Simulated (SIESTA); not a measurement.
Input and output of a self-consistent single point for a (110) slab of ScSi (cut from a parent of space group no. 63; 4 atoms in the cell) (SIESTA).

Computed with LDA PW92, numerical atomic orbitals DZP, PseudoDojo LDA standard norm-conserving potentials (rewritten from UPF to PSML) run with SIESTA.

The change in words: vacuum of 4 angstrom (first run: 14 Å). Reference geometry:
```
CELL_PARAMETERS angstrom
      3.64911     0.00000     0.00000
      0.00000     5.31417     0.00000
      0.00000     0.00000    17.09189
ATOMIC_POSITIONS crystal
  Sc 0.25000 0.40068 0.53002
  Sc 0.75000 0.92169 0.46998
  Si 0.25000 0.88279 0.59045
  Si 0.75000 0.43958 0.40955
```

Reference input (self-consistent single point, DFT, LDA PW92, numerical atomic orbitals DZP, PseudoDojo LDA standard norm-conserving potentials (rewritten from UPF to PSML)): XC.functional = LDA; XC.authors = PW92; potentials = PseudoDojo LDA standard; PAO.BasisSize = DZP; PAO.EnergyShift = 0.01 Ry; MeshCutoff = 350 Ry; kgrid.MonkhorstPack = 8 6 1; OccupationFunction = FD; ElectronicTemperature = 1160.45 K; MaxSCFIterations = 150; SCF.Mixer.Method = Pulay; SCF.Mixer.Weight = 0.2. This run's input differs from it in these lines:

```diff
@@ -14,3 +14,3 @@
      0.000000000    5.314168000    0.000000000
-     0.000000000    0.000000000   17.091891000
+     0.000000000    0.000000000    7.091889000
 %endblock LatticeVectors
@@ -18,6 +18,6 @@
 %block AtomicCoordinatesAndAtomicSpecies
-     0.912278250    2.129296777    9.058992792  1
-     2.736834750    4.898015504    8.032898208  1
-     0.912278250    4.691289055   10.091889949  2
-     2.736834750    2.336023226    7.000001051  2
+     0.912278250    2.129296777    4.058993026  1
+     2.736834750    4.898015504    3.032895974  1
+     0.912278250    4.691289055    5.091891199  2
+     2.736834750    2.336023226    1.999997801  2
 %endblock AtomicCoordinatesAndAtomicSpecies
```

Output (repeated stretches shortened):

```
        iscf     Eharris(eV)        E_KS(eV)     FreeEng(eV)     dDmax    Ef(eV) dHmax(eV)
   scf:    1    -2848.910259    -2857.075987    -2857.165379  1.809003 -4.770285  7.285318
   scf:    2    -2860.444942    -2859.613390    -2859.740260  0.186831 -4.812731  1.471259
   scf:    3    -2860.228915    -2859.954847    -2860.084634  0.026859 -4.805732  0.973054
   scf:    4    -2860.117013    -2860.067008    -2860.204288  0.029253 -4.835035  0.192157
   scf:    5    -2860.063281    -2860.070801    -2860.205680  0.012153 -4.864537  0.321539
   [... 5 lines left out ...]
   scf:   11    -2860.072983    -2860.072959    -2860.211775  0.000089 -4.879190  0.000363
   scf:   12    -2860.072954    -2860.072956    -2860.211775  0.000014 -4.879205  0.000135
   scf:   13    -2860.072955    -2860.072956    -2860.211775  0.000028 -4.879234  0.000015
   scf:   14    -2860.072956    -2860.072956    -2860.211775  0.000002 -4.879234  0.000006
SCF Convergence by DM+H criterion
max |DM_out - DM_in|         :     0.0000020516
max |H_out - H_in|      (eV) :     0.0000055577
SCF cycle converged after 14 iterations

Using DM_out to compute the final energy and forces

siesta: E_KS(eV) =            -2860.0730

siesta: E_KS - E_eggbox =     -2860.0730

siesta: Atomic forces (eV/Ang):
     1    0.000000    0.014474    0.160176
     2   -0.000000   -0.014264   -0.160111
     3    0.000000    0.207429   -0.609764
     4    0.000000   -0.207793    0.610028
   Tot    0.000000   -0.000154    0.000330
   Max    0.610028
   Res    0.271087    sqrt( Sum f_i^2 / 3N )
   Max    0.610028    constrained

Stress tensor Voigt[x,y,z,yz,xz,xy] (kbar):       84.58       67.50       39.30       -9.52       -0.00       -0.00
(Free)E + p*V (eV/cell)    -2865.6875
   [... lines left out ...]
siesta: FreeEng =     -2860.211775
   [... lines left out ...]
siesta:     0.052793   -0.000000   -0.000000
siesta:    -0.000000    0.042128   -0.005941
siesta:    -0.000000   -0.005941    0.024526

siesta: Cell volume =        137.525908 Ang**3

siesta: Pressure (static):
siesta:                Solid            Molecule  Units
siesta:          -0.00043365         -0.00040007  Ry/Bohr**3
siesta:          -0.03981591         -0.03673234  eV/Ang**3
siesta:         -63.79212547        -58.85169314  kBar
```

The run converged in 14 iterations. Against the reference run the free energy falls by 51.3 meV/atom and the largest force goes from 0.938 to 0.644 eV/Å.

The starting cell comes from a database of computed structures (which also holds hypothetical and non-ambient phases and stackings), without a prior relaxation at this level. The slab is cut from that crystal, and its faces are unrelaxed. Its lattice was rescaled by up to half a per cent. Spin polarisation is off, though cut faces can carry moments; the slab shows no gap. Values carry the incompleteness of an atom-centred basis.
